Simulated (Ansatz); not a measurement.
## Se: pressure series

Take Se (space group P3_121, No. 152; a = 4.5345 Å, c = 5.0415 Å; made of chains) as the base.

Cell and atoms are relaxed at each pressure.

The values are results of PBE in Ansatz (plane waves to 420 eV, PAW, without spin-orbit coupling), not measurements.

Before the change:

```
Item        Value
--------  -------
Band gap  1.04 eV
```

### Question
The aim is a band gap between 0.41 eV and 0.47 eV. Which of these changes reaches it?
A) pressure 3 GPa
B) pressure 10 GPa
C) pressure 1.5 GPa
D) pressure 0.7 GPa
E) pressure 0.3 GPa

### Answer
A, pressure 3 GPa. It gives 0.42 eV; pressure 0.3 GPa gives 0.91 eV; pressure 0.7 GPa gives 0.80 eV; pressure 10 GPa gives zero; pressure 1.5 GPa gives 0.62 eV. Changes not listed may reach it too

From pressure 10 GPa on, the axis ratios lie over 15 % from the base's, so the cell there is far from its starting form. Load acts through the strain it causes; cell and atoms are relaxed under it. No phonon test of stability was made. Competing high-pressure phases were not computed. No dispersion term is included, though the crystal is made of layers, chains or molecules, so its spacings can come out too wide. Gaps under 0.05 eV, about the width of the smearing, are given as zero. The zero or small gap of Se under pressure 10 GPa can change with the level of theory.

Ansatz is an electronic-structure program.
